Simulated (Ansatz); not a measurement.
The starting structures come from a database of crystals and need not be the phases stable at ambient conditions.

Inside the gap of an insulator the Bloch states are evanescent, with a wavenumber k + iκ along the transport direction.

Given:

```
La2LiO6Sb
1.0
    5.83693     0.00000     0.00000
    0.00000     9.81413     0.00000
    0.00000     3.23046     4.64613
Li La Sb O
2 4 2 12
Direct
  0.50000   0.00000   0.00000
  0.00000   0.50000   0.00000
  0.94783   0.75116   0.23536
  0.05217   0.24884   0.76464
  0.44783   0.74884   0.76464
  0.55217   0.25116   0.23536
  0.50000   0.50000   0.50000
  0.00000   0.00000   0.50000
  0.46643   0.26048   0.64164
  0.53357   0.73952   0.35836
  0.96643   0.23952   0.35836
  0.03357   0.76048   0.64164
  0.78396   0.44531   0.74329
  0.21604   0.55469   0.25671
  0.28396   0.05469   0.25671
  0.71604   0.94531   0.74329
  0.19191   0.95162   0.83467
  0.80809   0.04838   0.16533
  0.69191   0.54838   0.16533
  0.30809   0.45162   0.83467
```

Space group of this cell: P2_1/c. The cell is taken as given; by r2SCAN its mean pressure is -3.7 GPa.

Transport runs along the normal of the first two printed cell vectors.

The gap is the functional's own. No spin-orbit coupling. Mid-gap values are interpolated on the energy grid.

State the band gap and the smallest decay constant κ at mid-gap according to Ansatz (a program for electronic structure) with r2SCAN.

Gap 4.54 eV on a 6×4×8 mesh; κ = 0.410 1/Å, at the zone centre.
